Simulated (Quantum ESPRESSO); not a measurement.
**Effort and miss along a sweep of K_POINTS: MgSe2 (Pa-3, 12 atoms in the cell)**

Cell: a = 6.4600 Å, b = 6.4600 Å, c = 6.4600 Å, α = 90.00°, β = 90.00°, γ = 90.00°.

Level of theory: LDA (PZ), GBRV 1.5 ultrasoft (LDA) pseudopotentials (plane waves; Quantum ESPRESSO).

Base settings: ecutwfc = 40 Ry; ecutrho = 200 Ry; occupations = smearing; smearing = gaussian; degauss = 0.00147 Ry; potentials = {Mg: mg_lda_v1.4.uspp.F.UPF, Se: se_lda_v1.uspp.F.UPF}; K_POINTS = automatic 2 2 2 0 0 0; conv_thr = 1e-11 Ry; mixing_beta = 0.7.

Misses are taken against the tightest run, automatic 13 13 13 0 0 0, which need not be fully converged itself. The energy is the free energy per atom.

The count of work is k-points × plane waves × bands × iterations; it is no time, and leaves out set-up, grids and terms that scale otherwise. Core times come from one kind of shared machine and are given to one figure; runs under 30 s give none.

The starting cell comes from a database of computed structures (which also holds hypothetical and non-ambient phases and stackings), without a prior relaxation at this level.

```
K_POINTS                  energy less reference (meV/atom)  pressure less reference (GPa)  largest difference in the force on any atom (eV/Å)  count of work / reference  core time / reference (rough)
------------------------  --------------------------------  -----------------------------  --------------------------------------------------  -------------------------  -----------------------------
automatic 1 1 1 0 0 0                              -218.68                          -3.19                                               0.062                     0.0084                              –
automatic 2 2 2 0 0 0                                 8.56                           0.16                                               0.013                      0.034                           0.05
automatic 4 4 4 0 0 0                                -0.06                           0.00                                               0.000                      0.092                           0.10
automatic 5 5 5 0 0 0                                 0.00                           0.00                                               0.000                      0.092                            0.1
automatic 6 6 6 0 0 0                                 0.00                           0.00                                               0.000                       0.20                            0.2
automatic 7 7 7 0 0 0                                 0.00                           0.00                                               0.000                       0.20                            0.2
automatic 8 8 8 0 0 0                                 0.00                           0.00                                               0.000                       0.38                            0.3
automatic 10 10 10 0 0 0                              0.00                           0.00                                               0.000                       0.64                            0.6
automatic 13 13 13 0 0 0                              0.00                           0.00                                               0.000                        1.0                              1
```

Coarsest setting among those run that, with all tighter ones, holds the energy within 2 meV/atom of the reference: automatic 4 4 4 0 0 0, off by 0.06 meV/atom; it needs 0.092 of the reference's count of work and about 0.10 of the reference's time.
